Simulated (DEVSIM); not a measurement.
System: Schottky contact on p-type Si, at 300 K.

Layer 1 from the left is Si, thickness (μm) 3.70, Na (cm⁻³) 4.5e15, τn (s) 5.8e-7, τp (s) 5.8e-7.

Left contact: Schottky, work function 4.744 eV, emission velocity 1.6e6 cm/s. Right contact: ohmic. Voltage is applied to the left contact. Recombination: SRH at mid-gap. Mobility is constant in doping.

Constants are typed, rounded textbook-type inputs, not results; the design itself was drawn at random and stands for no fabricated device. Values at 300 K.

Si: gap (eV) 1.124, affinity (eV) 4.05, permittivity 11.7, Nc (cm⁻³) 2.86e19, Nv (cm⁻³) 3.1e19, μn (cm²/Vs) 1417, μp (cm²/Vs) 470.

Task: Estimate by hand the built-in potential, the peak field at zero bias, the capacitance at 0.6 V, and compare with a numerical solution.

Result: 
- Built-in potential: barrier φB = 0.430 eV; Vbi = φB − kT/q ln(N_band/N) = 0.202 V; numerical 0.202 V.
- Peak field at zero bias: depletion approximation: W = √(2εVbi/(qN)) = 0.241 μm with N = 4.50e15 cm⁻³; field = 2Vbi/W = 16700 V/cm; numerical 15600 V/cm (estimate above by 7.3 %).
- Capacitance at 0.6 V: C = √(qεN / 2(Vbi + |V|)) = 21.6 nF/cm²; numerical 22.0 nF/cm² (estimate below by 1.7 %).

Simulated with DEVSIM: 1D drift-diffusion, Boltzmann statistics, complete ionisation; no tunnelling, impact ionisation, image-force lowering or self-heating. Metal contacts follow the ideal Schottky-Mott rule: no Fermi-level pinning, no interface dipoles.
